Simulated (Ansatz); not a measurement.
SnS2: pressure −1 GPa

Consider SnS$_{2}$ in the CdI2 type structure (space group P-3m1, No. 164; a = 3.626 Å, c = 5.573 Å; layered, stacked along the Cartesian z axis).

Modification: a negative pressure, −1 GPa.

Level of theory: plane-wave PAW DFT at the PBEsol-D3(BJ) level (Ansatz, a quantum-chemistry and plane-wave program, 420 eV), without spin-orbit coupling. Settings: 11×11×6 k-points, 0.05 eV Fermi–Dirac smearing.

The volume per atom increases by 0.67 Å³ to 21.82 Å³ and the lattice parameter a grows by 0.012 Å to 3.638 Å. The c/a ratio grows by 0.032 to 1.569 and the enthalpy H = E + PV relative to the base's energy amounts to -0.13 eV/atom. The band gap increases by 0.14 eV, from 0.96 eV to 1.10 eV and the gap character remains indirect, K–Γ (87 % along) → k = (0, 0.455, 1/3) in the run's primitive reciprocal basis. The smallest direct gap rises by 0.09 eV, from 1.58 eV to 1.67 eV and the mean gap deformation potential ΔEg/Δln V amounts to +4.4 eV. The width of the top valence band falls by 0.32 eV to 1.81 eV.

Final structure:

```
CELL_PARAMETERS angstrom
      3.63837     0.00000     0.00000
     -1.81919     3.15092     0.00000
      0.00000     0.00000     5.70976
ATOMIC_POSITIONS crystal
  Sn 0.00000 0.00000 0.00000
  S  0.33333 0.66667 0.25817
  S  0.66667 0.33333 0.74183
```

Cost of the whole job for the changed cell (relaxation, final SCF and bands): very roughly 50 core-seconds.

Load acts through the strain it causes; cell and atoms are relaxed under it. Stability against distortions was not tested.
